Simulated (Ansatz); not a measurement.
SnO: O vacancy, symmetric start

Take a 32-atom supercell of SnO in the litharge type structure (space group P4/nmm, No. 129; a = 3.837 Å, c = 4.759 Å; layered, stacked along the Cartesian z axis) at its relaxed geometry as the base.

Now apply this change: one O atom is removed, atoms relaxed at fixed cell.

Level of theory: PBE-D3(BJ) (Ansatz, a program for electronic structure; PAW; 420 eV plane waves; no SOC). Settings: 5×5×5 k-points, 0.05 eV Fermi–Dirac smearing.

- Energy gained by relaxation = 0.03 eV
- Largest displacement of a host atom from its site in the perfect cell = 0.05 Å

Cost of the whole job for the changed cell (relaxation, final SCF and bands): roughly 13 core-minutes.

The cell is small, so the values are those of an ordered compound at a high defect concentration; dilute-limit values will differ. The defect started on the symmetric site and kept its symmetry, so it may sit on a saddle. All final runs are without spin polarisation. The defect cell is not spin-polarised.
